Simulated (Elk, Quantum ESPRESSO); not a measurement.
A Quantum ESPRESSO input for a self-consistent single point of SiO2 (P4_2/mnm, 6 atoms in the cell) (DFT, PBE, plane waves, PSlibrary PAW (PBE) pseudopotentials):

```fortran
&CONTROL
   calculation = 'scf',
   outdir = './work',
   pseudo_dir = './',
   tprnfor = .true.,
   tstress = .true.,
/
&SYSTEM
   ibrav = 0,
   nat = 6,
   ntyp = 2,
   ecutwfc = 55,
   ecutrho = 330,
   occupations = 'fixed',
   nbnd = 18,
/
&ELECTRONS
   conv_thr = 1.0d-9,
/
ATOMIC_SPECIES
Si    28.0850  Si.pbe-n-kjpaw_psl.1.0.0.UPF
O     15.9990  O.pbe-n-kjpaw_psl.0.1.UPF
ATOMIC_POSITIONS {angstrom}
Si    2.0810265000    2.0810265000    1.3241195000
Si    0.0000000000    0.0000000000    0.0000000000
O     2.8849686575    2.8849686575    0.0000000000
O     1.2770843425    1.2770843425    0.0000000000
O     3.3581108425    0.8039421575    1.3241195000
O     0.8039421575    3.3581108425    1.3241195000
K_POINTS {automatic}
4 4 6  0 0 0
CELL_PARAMETERS {angstrom}
   4.1620530000     0.0000000000     0.0000000000
   0.0000000000     4.1620530000     0.0000000000
   0.0000000000     0.0000000000     2.6482390000
```

Task: Translate this input to Elk.

Result: One input that does it (others would too):

```
tasks
  0

xctype
  20

stype
  0

swidth
  0.0001

maxscl
  100

scale
  1.889726125

avec
    4.1620530000    0.0000000000    0.0000000000
    0.0000000000    4.1620530000    0.0000000000
    0.0000000000    0.0000000000    2.6482390000

atoms
  2
  'Si.in'
  2
  0.5000000000  0.5000000000  0.5000000000    0.0 0.0 0.0
  0.0000000000  0.0000000000  0.0000000000    0.0 0.0 0.0
  'O.in'
  4
  0.6931600000  0.6931600000  0.0000000000    0.0 0.0 0.0
  0.3068400000  0.3068400000  0.0000000000    0.0 0.0 0.0
  0.8068400000  0.1931600000  0.5000000000    0.0 0.0 0.0
  0.1931600000  0.8068400000  0.5000000000    0.0 0.0 0.0

ngridk
  4 4 6
```

Basis, cutoffs, solver keys and any potentials are the target program's own. This input uses DFT, PBE, all-electron FP-LAPW, Elk's shipped species files, default APW+lo basis.

The starting cell comes from a database of computed structures (which also holds hypothetical and non-ambient phases and stackings), without a prior relaxation at this level. Its lattice was rescaled by a random factor within 2.5 % of one.
